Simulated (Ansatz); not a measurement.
An Ansatz (a program for electronic structure) input (Ansatz, LDA, PAW, cutoff 420 eV, without spin-orbit coupling):

Ansatz 0.2 input:
```yaml
crystal:
  lattice:
    - [3.1328769014, 0, 0]
    - [1.5664384507, 2.7131509836, 0]
    - [0, 0, 5.1537569532]
  atoms:
    - { symbol: Ga, position: [0.3333333333, 0.3333333333, 0.0002953559] }
    - { symbol: Ga, position: [0.6666666667, 0.6666666667, 0.5002953559] }
    - { symbol: N, position: [0.3333333333, 0.3333333333, 0.3767046441] }
    - { symbol: N, position: [0.6666666667, 0.6666666667, 0.8767046441] }
basis: { ecutwfc: 420, ecutrho_ratio: 4, xc_grid: 2, fft_grid_basis: typed }
kpoints: { mp_grid: { grid: [12, 12, 7] } }
hamiltonian:
  xc: lda
  dispersion: none
  pseudopotentials: { kind: paw }
scf: { occupations: { method: fermi_dirac, width: 0.05 } }
relax: { f_tol: 0.005, max_steps: 50, cell: { stress_tol: 0.01, fix: [a, b, gamma] } }
output: { forces: true, stress: true }
checkpoint: { write: state.ck, write_every: 1000 }
```

### Question
Which symmetry and how many k-points will the program report, and about how many plane waves at Γ?

### Answer
Space group P63mc (ITA 186) with 12 operations, k-points 76 of 1008, and 845 plane waves at Γ.

### Question
And the final pressure?

### Answer
1.87 GPa (compression positive).

The cells carry an imposed strain or load. No phonon test of stability was made. The cell was made from GaN in the wurtzite structure (space group P6_3mc, No. 186) by this change: biaxial strain −0.60 %, plane normal [001], relaxed out of plane.
